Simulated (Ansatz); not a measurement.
```
CELL_PARAMETERS angstrom
      4.27042     0.00000     0.00000
     -2.13521     3.69829     0.00000
      0.00000     0.00000     7.18567
ATOMIC_POSITIONS crystal
  Cd 0.33333 0.66667 0.00276
  Cd 0.66667 0.33333 0.50276
  Se 0.33333 0.66667 0.37224
  Se 0.66667 0.33333 0.87224
```

Calculation: PBE with spin-orbit coupling, rigid bands (plane waves, PAW; Ansatz, an electronic-structure program). Condition of this run: uniaxial stress along c of -1.4 GPa (compression positive) (the target of the relaxation). Geometry: cell and atoms relaxed with PBEsol, then loaded as said.

Task: Predict the electron conductivity mass (n e² τ/σ) at 300 K, by direction if it differs.

Result: 0.074 (x), 0.074 (y), 0.072 (z) mₑ.

Task: Predict the hole conductivity mass (n e² τ/σ) at 300 K, by direction if it differs.

Result: 0.52 (x), 0.52 (y), 1.57 (z) mₑ.

Task: And the band gap?

Result: 0.47 eV at this level; semilocal functionals usually fall short of the measured gap.

Rigid bands, one relaxation time for all states, no polarons. Geometry: cell and atoms relaxed with PBEsol.
